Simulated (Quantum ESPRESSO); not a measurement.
Worked example: self-consistent single point of Al3Cr (I4/mmm, 4 atoms in the cell) in Quantum ESPRESSO.

Method: PBEsol, GBRV 1.5 ultrasoft (PBESOL) pseudopotentials (plane waves; Quantum ESPRESSO).

```
Al3Cr
1.0
   -1.93493     1.93493     4.09664
    1.93493    -1.93493     4.09664
    1.93493     1.93493    -4.09664
Al Cr
3 1
Direct
  0.75000   0.25000   0.50000
  0.25000   0.75000   0.50000
  0.50000   0.50000   0.00000
  0.00000   0.00000   0.00000
```
Moments meant for the start (each program seeds them in its own way; μB, in the order of the atoms Al Al Al Cr): 0.0 0.0 0.0 3.0.

Reference input (self-consistent single point, DFT, PBEsol, plane waves, GBRV 1.5 ultrasoft (PBESOL) pseudopotentials): ecutwfc = 50 Ry; ecutrho = 400 Ry; occupations = smearing; smearing = cold; degauss = 0.0036749 Ry; nspin = 2; potentials = {Al: al_pbesol_v1.uspp.F.UPF, Cr: cr_pbesol_v1.5.uspp.F.UPF}; K_POINTS = automatic 11 11 11 0 0 0; conv_thr = 1e-10 Ry; mixing_beta = 0.3. This run's input differs from it in these lines:

```diff
@@ -16,3 +16,3 @@
     smearing = 'cold',
-    degauss = 0.0036749,
+    degauss = 0.002205,
     nspin = 2,
@@ -33,3 +33,3 @@
 K_POINTS automatic
-11 11 11  0 0 0
+8 8 8  0 0 0
 CELL_PARAMETERS bohr
```

Output, abridged:

```
     Self-consistent Calculation

     iteration #  1     ecut=    50.00 Ry     beta= 0.30

     negative rho (up, down):  3.588E-04 6.686E-04

     total energy              =    -194.57717995 Ry
     estimated scf accuracy    <       2.46094336 Ry

     total magnetization       =     1.14 Bohr mag/cell
     absolute magnetization    =     1.50 Bohr mag/cell

     iteration #  2     ecut=    50.00 Ry     beta= 0.30

     negative rho (up, down):  2.664E-04 3.741E-04

     total energy              =    -194.55017918 Ry
     estimated scf accuracy    <       8.93909050 Ry

     total magnetization       =     0.76 Bohr mag/cell
   [... lines left out ...]

     total energy              =    -195.40659983 Ry
     estimated scf accuracy    <          1.2E-09 Ry

     total magnetization       =     1.66 Bohr mag/cell
     absolute magnetization    =     2.32 Bohr mag/cell

     iteration # 20     ecut=    50.00 Ry     beta= 0.30

     negative rho (up, down):  0.000E+00 1.645E-03

     Magnetic moment per site  (integrated on atomic sphere of radius R)
     atom   1 (R=0.229)  charge=  1.5735  magn= -0.0722
     atom   2 (R=0.229)  charge=  1.5735  magn= -0.0722
     atom   3 (R=0.229)  charge=  1.5583  magn= -0.0538
     atom   4 (R=0.229)  charge= 12.6103  magn=  1.8563
     End of self-consistent calculation

     Number of k-points >= 100: set verbosity='high' to print the bands.

     the Fermi energy is     9.7366 ev

!    total energy              =    -195.40659983 Ry
     estimated scf accuracy    <          2.3E-11 Ry
     smearing contrib. (-TS)   =      -0.00001654 Ry
     internal energy E=F+TS    =    -195.40658329 Ry

     total magnetization       =     1.66 Bohr mag/cell
     absolute magnetization    =     2.32 Bohr mag/cell

     convergence has been achieved in  20 iterations

     negative rho (up, down):  0.000E+00 1.645E-03

     Forces acting on atoms (cartesian axes, Ry/au):

     atom    1 type  1   force =     0.00000000    0.00000000    0.00000000
   [... zero for the other atoms too ...]

     Total force =     0.000000     Total SCF correction =     0.000000

     negative rho (up, down):  0.000E+00 1.645E-03
          total   stress  (Ry/bohr**3)                   (kbar)     P=      -83.02
  -0.00059885   0.00000000   0.00000000          -88.09        0.00        0.00
   0.00000000  -0.00059885   0.00000000            0.00      -88.09        0.00
   0.00000000   0.00000000  -0.00049545            0.00        0.00      -72.88

   JOB DONE.
```

The run converged in 20 iterations. Against the reference run the free energy hardly moves (within 1 meV/atom), the pressure goes from -8.44 to -8.30 GPa and the size of the net moment hardly changes (0.40 to 0.41 μB/atom).

The starting cell comes from a database of computed structures (which also holds hypothetical and non-ambient phases and stackings), without a prior relaxation at this level. Its lattice was rescaled by a random factor within 2.5 % of one. With one magnetic atom in the cell only a parallel order is possible. With a pressure of about -8 GPa the cell is away from its equilibrium volume at this level.

Cost on one core of a shared machine: roughly 5 min.
